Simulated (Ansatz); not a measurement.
Consider NaF in the rock salt structure (space group Fm-3m, No. 225; a = 4.629 Å).

Method: Ansatz (a program for electronic structure) PBEsol, no SOC.

Before the change:

| Property | Result |
|---|---|
| Gap character | direct at Γ |
| Electron mass | 0.56 mₑ (at Γ) |

Now apply this change: the cell is scaled by 1.0200 in all directions; the atoms relax in the strained cell.

Problem. How does this affect the gap character?

Solution. The gap character stays direct at Γ.

Problem. Estimate the effect on the electron mass.

Solution. The electron mass is still 0.56 mₑ (at Γ).

Problem. How does this affect the energy relative to the base?

Solution. The energy goes up by 6.3 meV/atom.

Problem. How does this affect the mean gap deformation potential ΔEg/Δln V?

Solution. The mean gap deformation potential ΔEg/Δln V amounts to -5.0 eV.

Effective masses come from finite differences of ±0.01 Å⁻¹. No phonon test of stability was made.
